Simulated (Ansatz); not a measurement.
What pressure 0.7 GPa does to hypothetical P4_2/mnm GaN

Start from GaN (space group P4_2/mnm, No. 136; a = 5.535 Å, c = 3.214 Å; a hypothetical phase, not in the database extracts checked).

Perturbation: a hydrostatic pressure of 0.7 GPa.

Level of theory: Kohn–Sham DFT with the PBE functional, run in Ansatz (a first-principles code) with PAW and 420 eV plane waves, no spin-orbit coupling. Settings: 6×6×10 k-points, 0.05 eV Fermi–Dirac smearing.

```tsv
quantity	base	changed	shift
volume per atom	12.31 Å³	12.26 Å³	-0.05 Å³
density	5.65 g/cm³	5.67 g/cm³	+0.02 g/cm³
lattice parameter a	10.460 bohr	10.443 bohr	-0.017 bohr
c/a ratio	0.581	0.581	0.000
shortest interatomic distance	3.662 bohr	3.657 bohr	-0.005 bohr
enthalpy H = E + PV relative to the base's energy	–	+0.05 eV/atom	–
band gap	1.73 eV	1.75 eV	+0.026 eV
gap character	indirect, M–Γ (86 % along) → Γ	indirect, M–Γ (86 % along) → Γ	–
smallest direct gap	1.74 eV	1.76 eV	+0.025 eV
width of the top valence band	1.85 eV	1.86 eV	+0.01 eV
electron mass	0.16 mₑ (at Γ)	0.16 mₑ (at Γ)	–
```

Final structure:

```
GaN
1.0
    5.52602     0.00000     0.00000
    0.00000     5.52602     0.00000
    0.00000     0.00000     3.21077
Ga N
4 4
Direct
  0.32055   0.67945   0.00000
  0.67945   0.32055   0.00000
  0.82055   0.82055   0.50000
  0.17945   0.17945   0.50000
  0.31774   0.31774   0.00000
  0.68226   0.68226   0.00000
  0.18226   0.81774   0.50000
  0.81774   0.18226   0.50000
```

Load acts through the strain it causes; cell and atoms are relaxed under it. Masses are band curvatures over ±0.01 Å⁻¹ around the edge. Stability against distortions was not tested.
